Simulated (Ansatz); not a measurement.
Take TiO2 in the rutile structure (space group P4_2/mnm, No. 136; a = 4.643 Å, c = 2.964 Å) as the base. Axes: x, y, z lie along a, b, c of the conventional cell.

All numbers come from PBE/PAW in Ansatz (an electronic-structure program), scalar-relativistic without spin-orbit coupling.

Perturbation: the cell is scaled by 1.0060 in all directions; the atoms relax in the strained cell.

Problem. Predict the stress tensor and what it implies for the stiffness.

Solution. Stress of the strained cell less that of the base (GPa, compression positive):
```
  -3.27    0.00    0.00
   0.00   -3.27    0.00
   0.00    0.00   -4.45
```

Then B = −ΔP/(ΔV/V₀) with ΔV/V₀ = 0.0181 gives secant stiffness values (nonlinear terms included at this strain): B (at held cell shape, above the free-shape value) ≈ 202 GPa.

No phonon test of stability was made. All final runs are without spin polarisation.
